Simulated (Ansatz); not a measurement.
Cost and result by functional for the adsorption energy of Cl on the 1x1 (0001) surface of hcp Ti, one in a 2x2 cell, started at the site 'bridge Ti-Ti (span 2.9 Å)', in Ansatz (plane waves, PAW). Single points on the PBE structure, on one kind of machine; costs are rough ratios of the slab run's core time (references not counted) to the cheapest single point. r2SCAN's cost holds its higher cutoff (500 against 420 eV). Differences are taken against r2SCAN for comparison alone: no measured value is at hand, so the table doesn't rank accuracy.

Slab: 17 atoms, 6.8 Å thick at the start under the adsorbate (thin: gaps and levels are the slab's own); k 6x6x1, smearing 0.1 eV, dipole-corrected; 8 atoms held, the rest relaxed; symmetry of the start imposed; no spin, no spin-orbit, no U, no dispersion correction. At the end it is bonded to 3 Ti. In PBE it is, or lies within 0.03 eV of, the lowest of the starts that converged. These notes are the PBE run's. Adsorption energies are against ½ Cl2(g). A negative adsorption energy means that the adsorbate is more stable on the surface than in its reference.

```tsv
functional	relative cost	adsorption energy (eV)	less r2SCAN (eV)
RPBE	1	-3.35	0.68
r2SCAN	3	-4.04	0.00
PBE (the relaxed run's value)	–	-3.57	0.46
```

The values span 0.68 eV, while the single points' costs differ by a factor of roughly 3. Differences are of unrounded values.

Ansatz is an electronic-structure program.
